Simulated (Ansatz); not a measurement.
# A computed series for CdO: alloy series

Take CdO in the rock salt structure (space group Fm-3m, No. 225) as the base.

```yaml
crystal:
  lattice:
    - [0.00000, 2.34512, 2.34512]
    - [2.34512, 0.00000, 2.34512]
    - [2.34512, 2.34512, 0.00000]
  atoms:
    - { symbol: O, position: [0.00000, 0.00000, 0.00000] }
    - { symbol: Cd, position: [0.50000, 0.50000, 0.50000] }
```

The other end (x = 1) is FeO in the rock salt structure (space group Fm-3m, No. 225; ferromagnetic): 9.57 Å³/atom, gap zero.

Fe replaces a fraction x of Cd; each row is one arrangement (x, atoms in the cell, starting space group or random), fully relaxed.

Level of theory: DFT with PBEsol, PAW potentials and a 420 eV plane-wave cutoff in Ansatz (an electronic-structure program), spin-orbit coupling left out.

For the base:

* **Volume per atom**: 12.90 Å³

Question: The aim is a volume per atom between 9.91 Å³ and 11.14 Å³. Which of these changes reaches it?
A) x(Fe) = 0.75, 8 atoms, I4/mmm
B) x(Fe) = 0.25, 8 atoms, Cmmm
C) x(Fe) = 0.333, 6 atoms, P-3m1

Answer: A, x(Fe) = 0.75, 8 atoms, I4/mmm. It gives 10.54 Å³; x(Fe) = 0.25, 8 atoms, Cmmm gives 12.30 Å³; x(Fe) = 0.333, 6 atoms, P-3m1 gives 11.82 Å³. Changes not listed may reach it too

Each cell is one ordered arrangement of few atoms, which overstates ordering effects compared with a random alloy. Whether these cells are dynamically stable was not tested. No Hubbard U is applied and the magnetic state is the run's own (Cd3FeO4 ferromagnetic; FeO ferromagnetic; CdFe3O4 ferromagnetic; Cd2FeO3 ferromagnetic); other magnetic orders, which need larger cells, were not tried and can change the gap. Spin-polarised in the final run: Cd3FeO4, FeO, CdFe3O4 and Cd2FeO3; the other runs are not. In its common phase, real FeO is an antiferromagnetic insulator at low temperature. A zero or small gap of CdO can be the functional's error rather than a property of the material.
